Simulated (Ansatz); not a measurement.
**A self-consistent single point of HfW2 (Fd-3m, 6 atoms in the cell) with Ansatz (a program for electronic structure)**

Method of the run: PBEsol, default PAW files made with PBE (plane waves; Ansatz).

This input was run:

Ansatz 0.2 input:
```yaml
# HfW2
crystal:
  lattice:
    - [0.000000, 3.791250, 3.791250]
    - [3.791250, 0.000000, 3.791250]
    - [3.791250, 3.791250, 0.000000]
  atoms:
    - { symbol: Hf, position: [0.000000, 0.000000, 0.000000] }
    - { symbol: Hf, position: [0.250000, 0.250000, 0.250000] }
    - { symbol: W, position: [0.625000, 0.625000, 0.625000] }
    - { symbol: W, position: [0.125000, 0.625000, 0.625000] }
    - { symbol: W, position: [0.625000, 0.625000, 0.125000] }
    - { symbol: W, position: [0.625000, 0.125000, 0.625000] }
basis:
  ecutwfc: 30.9 Ry
kpoints:
  mp_grid: { grid: [6, 6, 6] }
hamiltonian:
  xc: pbesol
  pseudopotentials: { kind: paw }
scf:
  occupations: { method: fermi_dirac, width: 0.0073 Ry }
output:
  forces: true
  eigenvalues: true
  stress: true
```

The program printed (abridged):

```
WARN ansatz: RAYON_NUM_THREADS=1 ignored (pool sized by the plan → 1); use --threads N
Pseudopotentials: kind: paw
Pseudopotential: Hf, paw, valence charge 26
Pseudopotential: W, paw, valence charge 14
Crystal: 6 atoms, lattice volume = 108.988 Å³
Basis set: ecut = 420.4159175005146 eV, 2109 PW (Γ), exchange–correlation on 72×72×72 points (8 copies of the dense FFT grid, shifted against one another)
Bands: 65, of which v1, the nominal top of the filled ones, is band 54 counted from 1 (53 counted from 0)
Symmetry: 48 space group operations
Space group: Fd-3m (ITA 227), of the structure as read, at distance tolerance 4.8e-5 Å
k-points: 16 of 216
PAW frozen core: Hf, regenerated for the run's functional, and the local potential with it
PAW frozen core: W, regenerated for the run's functional, and the local potential with it
Initial density: superposition of atomic densities (neutral atoms: chi_scale 0, normalization atom), corrected by the library's trained network
Initial wavefunctions: pseudopotential atomic-orbital guess
Eigensolver: davidson
Functional: x = pbesol(κ = 0.804, μ = 0.12345679012345678), c = pbesol(β = 0.046)
SCF iter   1: F=—  HF=-72223.266777 eV  |F-HF|=—  |Δ(HF+E_count)|=         —  Δρ=2.61e-3  dr2=3.53e-3  ethr=1.77e-3  ⟨swp⟩=4.8  Hψ=3886  notcnv=0
all-band conjugate gradients solve this SCF's bands
preconditioner: auto → Kerker (q_TF=auto, 2.724 Å⁻¹)
SCF iter   2: F=—  HF=-72223.266217 eV  |F-HF|=—  |Δ(HF+E_count)|=   5.61e-4  Δρ=1.54e-3  dr2=1.29e-3  ethr=3.27e-6  ⟨swp⟩=2.0  Hψ=1951  notcnv=0  defer=1
SCF iter   3: F=—  HF=-72223.266302 eV  |F-HF|=—  |Δ(HF+E_count)|=   8.53e-5  Δρ=4.36e-4  dr2=1.70e-4  ethr=1.20e-6  ⟨swp⟩=2.3  Hψ=1588  notcnv=0  defer=1
SCF iter   4: F=—  HF=-72223.266112 eV  |F-HF|=—  |Δ(HF+E_count)|=   1.90e-4  Δρ=1.12e-4  dr2=7.68e-6  ethr=1.58e-7  ⟨swp⟩=2.1  Hψ=1832  notcnv=0  defer=1
SCF iter   5: F=—  HF=-72223.266111 eV  |F-HF|=—  |Δ(HF+E_count)|=   1.41e-6  Δρ=2.94e-5  dr2=7.05e-7  ethr=7.11e-9  ⟨swp⟩=2.2  Hψ=1719  notcnv=0  defer=1
SCF iter   6: F=-72223.266111 eV  HF=-72223.266111 eV  |F-HF|=3.17e-8  |Δ(HF+E_count)|=   1.58e-7  Δρ=6.52e-6  dr2=5.09e-8  ethr=9.26e-11  ⟨swp⟩=7.1  Hψ=4490  notcnv=0
SCF 1 converged in 6 iterations: F = -72223.266111 eV  dr2 = 5.09e-8
SCF converged after 6 iterations
Free energy (F): -72223.266111 eV
Harris-Foulkes:  -72223.266111 eV  (|F-HF|=3.17e-8)
Internal energy: -72223.171944 eV  (E = F + TS)
E sigma→0 (E₀):  -72223.219027 eV
Entropy (-TS):   -0.094166 eV (-15.694 meV/atom)
Fermi energy:    20.615306 eV
--- Per-component energies (eV) ---
  E_band       = -274.457377
  E_kinetic    = 2641.201769
  E_local      = -13002.607993  (includes V_loc(G=0)·N_el)
  E_nonlocal   = -2462.604765
  E_hartree    = 5849.481896
  E_xc         = -1653.576318
  E_vxc        = -1482.986427  (∫ρ·V_xc dr)
  E_paw        = -47357.619376  (= ΣΔE_a)
  E_vpaw       = 2333.592201  (= ΣTr[D̂ρ^β])
  E_aug_tail   = -0.000215  (compensation charges beyond the density's cutoff)
  E_ewald      = -16240.836295
  E_core_change = 3.389352  (= ΣΔE_core)
  E_smearing   = -0.094166  (= −TS)
  E_closure    = 0.000000  (closes the sum)
  Σ components = -72223.266111   (vs F -72223.266111, Δ=0.00e0)
--- Forces (eV/Å), atoms counted from 1 ---
  atom   1  Hf     0.00000000     0.00000000    -0.00000000
   [... zero for the other atoms too ...]
  max |Σ_I F_I| component: 5.78e-18 eV/Å
--- Stress (GPa, compression-positive) ---
       -3.728735       0.000000       0.000000
       -0.000000      -3.728735      -0.000000
       -0.000000       0.000000      -3.728735
  P = ⅓ Tr σ = -3.7287 GPa (-37.287 kbar)
  The stress holds the Pulay correction. Without it, at fixed plane waves, as pw.x and ABINIT print it: P = -3.7816 GPa
--- Band table (eV; the first three rows and the last of 16) ---
  k-point 0: bands = ["-52.8655", "-52.7085", "-52.7085", "-52.7085", "-40.8407", "-40.8157", "-18.2207", "-17.4671", "-17.4671", "-17.4671", "-17.2318", "-17.2318", "-16.6396", "-16.6396", "-16.6396", "-16.4416", "-16.4416", "-16.4416", "-9.5652", [...]
  k-point 1: bands = ["-52.8578", "-52.7164", "-52.7085", "-52.7085", "-40.8395", "-40.8169", "-18.1539", "-17.4464", "-17.4366", "-17.4366", "-17.2150", "-17.2150", "-16.6799", "-16.6799", "-16.6396", "-16.5453", "-16.4543", "-16.4543", "-9.5663", [...]
  k-point 2: bands = ["-52.8392", "-52.7354", "-52.7085", "-52.7085", "-40.8366", "-40.8200", "-18.0069", "-17.3829", "-17.3829", "-17.3570", "-17.1395", "-17.1395", "-16.8139", "-16.8041", "-16.8041", "-16.6395", "-16.4709", "-16.4709", "-9.5683", [...]
  k-point 15: bands = ["-52.7875", "-52.7875", "-52.7085", "-52.7085", "-40.8283", "-40.8283", "-17.5942", "-17.5942", "-17.2231", "-17.2231", "-17.0366", "-17.0366", "-17.0122", "-17.0122", "-16.8076", "-16.8076", "-16.5643", "-16.5643", "-9.5881", [...]
```

The run converged in 6 iterations.

The starting cell comes from a database of published, mostly measured structures (it also holds non-ambient and calculated ones), without a prior relaxation at this level. Spin-orbit coupling is off. Spin polarisation is off. With a pressure of about -4 GPa the cell is away from its equilibrium volume at this level. Ansatz's pressure includes its estimate of the finite-basis (Pulay) stress.
